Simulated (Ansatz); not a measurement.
# Converging shifted k-point meshes: Fe (Im-3m, 1 atom in the cell)

```
Fe
1.0
   -1.43070     1.43070     1.43070
    1.43070    -1.43070     1.43070
    1.43070     1.43070    -1.43070
Fe
1
Direct
  0.00000   0.00000   0.00000
```
Moments meant for the start (each program seeds them in its own way; μB, in the order of the atoms Fe): 2.5.

Method of the run: PBE (plane waves, PAW; Ansatz, a program for electronic structure).

Base settings: basis.ecutwfc = 420 eV; kpoints.mp_grid.grid = 16 16 16; hamiltonian.xc = pbe; hamiltonian.pseudopotentials = {kind: paw} (the program's default PAW files); magnetization.spin_polarized = true; scf.occupations.method = gaussian; scf.occupations.width = 0.1 eV.

In this ladder: kpoints.mp_grid.shift = 0.5 0.5 0.5.

Only quantities that move along the ladder and can be compared are tabulated.

The magnetic state is not the same in all runs (site moments differ, or a search went on to a lower state), so steps between rows are not convergence errors alone.

The count of work is k-points × plane waves × bands × iterations; it is no time. Core times come from one kind of shared machine, to one figure; runs under 30 s give none.

The starting cell has typed, rounded lattice constants, without a prior relaxation at this level. Its lattice was rescaled by up to half a per cent. With one magnetic atom in the cell only a parallel order is possible. In the base run, with a pressure of about -5 GPa the cell is away from its equilibrium volume at this level. Ansatz's pressure includes its estimate of the finite-basis (Pulay) stress.

```csv
kpoints.mp_grid.grid,free energy less the last step's (meV/atom),pressure (GPa),net moment (μB/atom),count of work / last,core time / last (rough)
3 3 3,-257.62,-24.81,1.333,0.00088,–
4 4 4,81.89,-4.94,2.189,0.0021,–
5 5 5,-78.35,-6.99,2.210,0.0025,–
6 6 6,28.48,-9.93,1.946,0.0073,–
7 7 7,16.67,-7.17,2.125,0.0082,–
8 8 8,-12.47,-6.81,2.157,0.0071,–
9 9 9,1.08,-4.89,2.250,0.0096,–
10 10 10,-0.92,-3.62,2.322,0.012,–
11 11 11,0.77,-6.85,2.157,0.015,–
12 12 12,0.75,-6.34,2.182,0.020,–
14 14 14,-0.41,-5.28,2.231,0.025,–
15 15 15,3.20,-5.64,2.212,0.030,–
17 17 17,0.65,-5.67,2.212,0.045,–
19 19 19,0.30,-5.83,2.204,0.060,–
21 21 21,-0.82,-5.78,2.211,0.070,–
23 23 23,0.64,-5.61,2.218,0.100,–
26 26 26,0.07,-5.55,2.221,0.14,–
28 28 28,0.35,-5.80,2.207,0.17,–
31 31 31,0.21,-5.66,2.216,0.22,0.2
35 35 35,-0.04,-5.69,2.214,0.31,0.2
39 39 39,0.08,-5.68,2.214,0.38,0.3
43 43 43,-0.02,-5.70,2.214,0.55,0.5
48 48 48,-0.01,-5.71,2.213,0.68,0.6
53 53 53,0.00,-5.71,2.213,1.0,1
```

Coarsest kpoints.mp_grid.grid that holds the pressure within 1 GPa of the last step, with all finer ones: 12 12 12, at 0.020 of the last step's count of work; the step before is off by 1.1 GPa.

Coarsest kpoints.mp_grid.grid that holds the free energy within 2 meV/atom of the last step, with all finer ones: 17 17 17, at 0.045 of the last step's count of work; the step before is off by 3.2 meV/atom.

Coarsest kpoints.mp_grid.grid that holds the net moment within 0.01 μB/atom of the last step, with all finer ones: 15 15 15, at 0.030 of the last step's count of work; the step before is off by 0.018 μB/atom.

Keys are those of Ansatz 0.2.
